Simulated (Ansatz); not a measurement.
The starting structures come from a database of crystals and need not be the phases stable at ambient conditions.

By PBEsol, the system below comes out a metal.

The ballistic (Sharvin) conductance counts the channels at the Fermi level: G/A = (e²/h) × channels of both spins per area.

Input:

```xyz
2
Lattice="2.9597 0.0000 0.0000 0.0000 4.1856 0.0000 0.0000 2.0928 2.0928" Properties=species:S:1:pos:R:3 pbc="T T T"
Li     0.0000     0.0000     0.0000
Pd     1.4798     2.0928     0.0000
```

Space group of this cell: Pm-3m, CsCl type. The cell is taken as given; by PBEsol its mean pressure is -1.7 GPa.

The current flows along the normal of the first two printed cell vectors, the (110) plane of the conventional cell. No spin-orbit coupling; the value is a mean over 0.1 eV about the Fermi level.

**Question.** State the ballistic conductance per area according to Ansatz (a program for electronic structure) with PBEsol.

**Answer.** 0.79 × 10¹⁵ S/m² for both spins.
